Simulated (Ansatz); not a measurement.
# W in the diamond structure (space group Fd-3m, No. 227; a hypothetical phase, not in the database extracts checked)

```
CELL_PARAMETERS angstrom
      0.00000     2.91475     2.91475
      2.91475     0.00000     2.91475
      2.91475     2.91475     0.00000
ATOMIC_POSITIONS crystal
  W  0.25000 0.25000 0.25000
  W  0.00000 0.00000 0.00000
```

Method: PBE, PAW, 420 eV (Ansatz, an electronic-structure program; no spin-orbit coupling). k-mesh 14×14×14 (Γ-centred); smearing 0.05 eV (Fermi–Dirac).

| Item | Result |
|---|---|
| Volume per atom | 24.76 Å³ |
| Density | 12.33 g/cm³ |
| Band gap | zero |
| Total energy | -10382.168 eV/atom (σ→0; compares only within this code and set-up) |

Stability against distortions was not tested. The final runs are not spin-polarised. W has a high density of states at the Fermi level and may be magnetic at this level.
